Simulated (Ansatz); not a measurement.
Abridged Ansatz (a first-principles code) output:

```
Pseudopotential: C, paw, valence charge 4
Pseudopotential: Pb, paw, valence charge 14
Pseudopotential: Ti, paw, valence charge 12
Pseudopotential: O, paw, valence charge 6
Crystal: 10 atoms, lattice volume = 114.671 Å³
Basis set: ecut = 420 eV, 2229 PW (Γ), exchange–correlation on 80×80×80 points (8 copies of the dense FFT grid, shifted against one another)
Bands: 49, of which v1, the nominal top of the filled ones, is band 39 counted from 1 (38 counted from 0)
Symmetry: 48 space group operations
k-points: 56 of 1331
Functional: x = pbesol(κ = 0.804, μ = 0.12345679012345678), c = pbesol(β = 0.046)
SCF iter   1: F=—  HF=-20312.301888 eV  |F-HF|=—  |Δ(HF+E_count)|=         —  Δρ=1.92e-2  dr2=7.21e-1  ethr=1.77e-3  ⟨swp⟩=5.8  Hψ=11217  notcnv=0  defer=15
SCF iter   2: F=—  HF=-20312.208374 eV  |F-HF|=—  |Δ(HF+E_count)|=   9.35e-2  Δρ=9.02e-3  dr2=2.16e-1  ethr=9.24e-4  ⟨swp⟩=2.0  Hψ=3453  notcnv=0  defer=43
SCF 1 converged in 9 iterations: F = -20312.182943 eV  dr2 = 8.84e-10
SCF converged after 9 iterations
Free energy (F): -20312.182943 eV
Internal energy: -20312.155384 eV  (E = F + TS)
E sigma→0 (E₀):  -20312.169163 eV
Entropy (-TS):   -0.027559 eV (-2.756 meV/atom)
Fermi energy:    8.500080 eV
--- Forces (eV/Å), atoms counted from 1 ---
  atom   1  C     -0.00000000     0.00000000    -0.00000000
  atom   2  Pb     0.00000000    -0.00000000    -0.00000000
  atom   3  Ti     0.00000000    -0.00000000     0.00000000
  atom   4  Ti     0.00000000    -0.00000000     0.00000000
  atom   5  O      0.00000000     0.00000000    -0.00000000
  atom   6  O      0.00000000    -0.00000000     0.00000000
  atom   7  O      0.00000000    -0.00000000    -0.00000000
  atom   8  O      0.00000000    -0.00000000     0.00000000
  atom   9  O      0.00000000    -0.00000000    -0.00000000
  atom  10  O      0.00000000     0.00000000     0.00000000
--- Stress (GPa, compression-positive) ---
       -0.003796       0.000000       0.000000
        0.000000      -0.003796       0.000000
        0.000000      -0.000000      -0.003796
  P = ⅓ Tr σ = -0.0038 GPa (-0.038 kbar)
```

Task: What was computed, and what are the main results?

Result: Ti2PbCO6, 10 atoms in the cell, with PBEsol (Ansatz, PAW, no SOC). The last SCF converged to F = -20312.182943 eV, or -2031.2183 eV per atom, at a pressure of 0.00 GPa. The total energy compares only with runs of the same code, potentials and settings.

These are small ordered cells, not random alloys; other orderings at the same x differ. With Pb present, leaving out spin-orbit coupling can change the band edges. No phonon test of stability was made. No Hubbard U is applied, and correlation can decide whether such a compound is a metal. The final runs are not spin-polarised. The cell was made from PbTiO3 by this change: x(C) = 0.5, 10 atoms, Fm-3m. Many cubic perovskites are stable only at high temperature; tilts and polar distortions were not tested.
